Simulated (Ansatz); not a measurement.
Response to strain in Al2Pt

The reference is Al$_{2}$Pt (space group Fm-3m, No. 225; a = 5.897 Å; relaxed with 0.1 eV smearing). Axes: x, y, z lie along the cube axes.

Strains are applied to the cell and any free atomic positions relax; under biaxial strain the out-of-plane vector relaxes too.

Calculations: PBEsol in Ansatz (plane waves to 420 eV, PAW, no spin-orbit coupling).

Notes on the quantities. energy relative to the base: free energy F.

```tsv
biaxial strain, plane normal [111], relaxed out of plane (%)	energy relative to the base (meV/atom)
0	0.0
0.42	0.4
0.83	1.5
1.25	?
1.67	5.9
2.08	9.1
2.5	13.1
```

Q: Fit ΔE = Aε² + Bε³ (ε in %) to the rows shown and predict the withheld row.

A: Least squares on the printed values gives A = 2.16 and B = -0.028 meV/atom (largest residual 0.0 meV/atom); this predicts 3.3 meV/atom, and the run gives 3.3 meV/atom, in agreement.

Whether these cells are dynamically stable was not tested. All final runs are without spin polarisation.

Ansatz is a first-principles code.
